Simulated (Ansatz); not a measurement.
The reference is a 16-atom supercell of TiC in the rock salt structure (space group Fm-3m, No. 225; a = 4.3330 Å) at its relaxed geometry.

(Cell as relaxed with PBE.)

Levels (all Ansatz, a first-principles code, PAW): PBE (420 eV, scalar-relativistic without spin-orbit coupling); r2SCAN (500 eV, no SOC).

Each level relaxes its own structure.

One thing is altered: one C atom is removed, atoms relaxed at fixed cell, starting from a slightly rattled geometry.

```tsv
quantity	PBE	r2SCAN
largest displacement of a host atom from its site in the perfect cell	0.06 Å	(withheld)
pressure	-0.7 GPa	(withheld)
```

Question: Predict the r2SCAN column.

Answer: 
- largest displacement of a host atom from its site in the perfect cell, r2SCAN: 0.06 Å
- pressure, r2SCAN: -0.9 GPa

PBE's pressure lies 0.2 GPa above r2SCAN's; the two agree on the largest displacement of a host atom from its site in the perfect cell. Neither level is exact; r2SCAN is the comparison here, not a measurement.

In so small a cell the defect repeats every few ångströms: this is an ordered compound, not a dilute defect. All final runs are without spin polarisation.
